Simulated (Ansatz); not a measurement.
The starting structures come from a database of crystals and need not be the phases stable at ambient conditions.

The decay constant κ of evanescent states in the gap governs leakage through a thin film.

Input:

```xyz
5
Lattice="4.0573 0.0000 0.0000 0.0180 4.0573 0.0000 0.0000 0.0000 3.9833" Properties=species:S:1:pos:R:3 pbc="T T T"
Ba     4.0615     4.0435     0.0000
Ti     1.9623     1.9536     1.9917
O      0.0967     2.0637     1.9917
O      2.0642     0.0875     1.9917
O      2.0858     2.0765     0.0000
```

The cell is taken as given; by r2SCAN it stands under a pressure of -1.8 GPa.

Transport runs along the normal of the first two printed cell vectors.

The gap is the functional's own. No spin-orbit coupling. Mid-gap values are those at the computed energy nearest the middle.

Task: State the band gap and the smallest decay constant κ at mid-gap according to r2SCAN in Ansatz (a quantum-chemistry and plane-wave program).

Result: Gap 2.56 eV on a 8×8×8 mesh; κ = 0.290 1/Å, at the zone centre.
